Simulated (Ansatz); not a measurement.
Candidates (primitive cells; geometry: cell and atoms relaxed with PBEsol):
A. Rb2PtCl6 (Fm-3m), a = b = c = 6.9994 Å, α = β = γ = 60.00°
B. Cs₂PdF₆ (Fm-3m), a = b = c = 6.346 Å, α = β = γ = 60.00°
C. K$_{2}$PtBr$_{6}$ (Fm-3m), a = 7.247 Å, b = 7.247 Å, c = 7.247 Å, α = 60.00°, β = 60.00°, γ = 60.00°

Problem. Put the candidates in order of band gap, lowest first, for PBEsol, rigid bands (Ansatz, a first-principles code).

Solution. C (0.98 eV), A (1.80 eV), B (2.33 eV)

Spin-orbit coupling is left out.

Formula and space group known from diffraction (Crystallography Open Database), not checked to be the room-temperature form: Cs2PdF6 (Fm-3m), K2PtBr6 (Fm-3m), Rb2PtCl6 (Fm-3m). The missing spin-orbit coupling matters most for K2PtBr6 (Fm-3m), Rb2PtCl6 (Fm-3m).
